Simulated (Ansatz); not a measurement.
Given:

```yaml
crystal:
  lattice:
    - [2.69578, 0.00000, 0.00000]
    - [1.34789, 2.33461, 0.00000]
    - [0.00000, 0.00000, 4.27351]
  atoms:
    - { symbol: Ru, position: [0.33333, 0.33333, 0.75000] }
    - { symbol: Ru, position: [0.66667, 0.66667, 0.25000] }
```

No spin polarisation.

Calculations: Ansatz (a quantum-chemistry and plane-wave program) r2SCAN, no SOC, earlier PAW set. k-mesh 24×24×14 (Γ-centred); smearing 0.1 eV (Fermi–Dirac).

Problem. Predict the band gap, pressure and space group.

Solution. 
- Band gap = zero
- Pressure (mean of the normal stresses, compression positive) = 1.7 GPa
- Space group = P6_3/mmc (No. 194)

The cells carry an imposed strain or load. Stability against distortions was not tested. All final runs are without spin polarisation. The cell was made from Ru in the hcp (Mg type) structure (space group P6_3/mmc, No. 194) by this change: biaxial strain −0.36 %, plane normal [001], relaxed out of plane.
